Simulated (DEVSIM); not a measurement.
# abrupt Ge p-n junction

Device: abrupt Ge p-n junction, at 300 K.

```csv
layer (left to right),material,thickness (μm),Nd (cm⁻³),Na (cm⁻³),τn (s),τp (s)
1,Ge,0.340,-,1.5e18,5.1e-7,5.1e-7
2,Ge,0.980,2.7e17,-,5.1e-7,5.1e-7
```

Left contact: ohmic. Right contact: ohmic. Voltage is applied to the left contact. Recombination: SRH at mid-gap, radiative. Mobility is μmin + (μ − μmin)/(1 + (N/Nref)^α).

The device is made up for the run: typed textbook-type constants, with dimensions and the other settings drawn at random. Values at 300 K.

```tsv
parameter	Ge
gap (eV)	0.664
affinity (eV)	4
permittivity	16
Nc (cm⁻³)	1.04e19
Nv (cm⁻³)	6e18
μn (cm²/Vs)	3900
μp (cm²/Vs)	1900
μn,min	150
μp,min	100
Nref,n	2.6e17
Nref,p	4e17
αn	0.56
αp	0.6
B (cm³/s)	6.4e-14
```

DEVSIM, 1D drift-diffusion, Boltzmann statistics, complete ionisation; no tunnelling, impact ionisation, image-force lowering or self-heating.

```
Quantity                                            Result
---------------------------------------------  -----------
Potential step across the device at zero bias      0.534 V
Largest field in the device at zero bias       160000 V/cm
Dark forward voltage at 1 A/cm²                    0.233 V
Dark forward voltage at 100 A/cm²                  0.353 V
```

Dark forward current:

```json
[
 {"V (V)": "0.05", "J (A/cm²)": "0.00073"},
 {"V (V)": "0.10", "J (A/cm²)": "0.0057"},
 {"V (V)": "0.15", "J (A/cm²)": "0.040"},
 {"V (V)": "0.20", "J (A/cm²)": "0.28"},
 {"V (V)": "0.25", "J (A/cm²)": "1.9"},
 {"V (V)": "0.30", "J (A/cm²)": "13"},
 {"V (V)": "0.35", "J (A/cm²)": "91"},
 {"V (V)": "0.40", "J (A/cm²)": "610"},
 {"V (V)": "0.45", "J (A/cm²)": "3800"}
]
```
